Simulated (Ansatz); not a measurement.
## Effect of isotropic strain +0.50 % on HgSe

The parent structure is HgSe in the zinc blende structure (space group F-43m, No. 216; a = 6.2600 Å).

One thing is altered: every lattice vector is stretched by 0.50 %, atoms relaxed at fixed cell.

The values are results of Ansatz (an electronic-structure program), PBE, PAW, cutoff 420 eV, without spin-orbit coupling, not measurements. Settings: 13×13×13 k-points, 0.05 eV Fermi–Dirac smearing.

- Volume per atom = 31.13 Å³ (base 30.66 Å³)
- Space group = F-43m (No. 216) (base F-43m (No. 216))
- Shortest interatomic distance = 2.724 Å (base 2.711 Å)
- Energy relative to the base (free energy F) = +0.9 meV/atom
- Pressure = -0.6 GPa (base 0.0 GPa)
- Band gap = zero (base zero)

With Hg present, leaving out spin-orbit coupling can change the band edges. Whether these cells are dynamically stable was not tested. All final runs are without spin polarisation. The zero or small gap of HgSe can change with the level of theory.
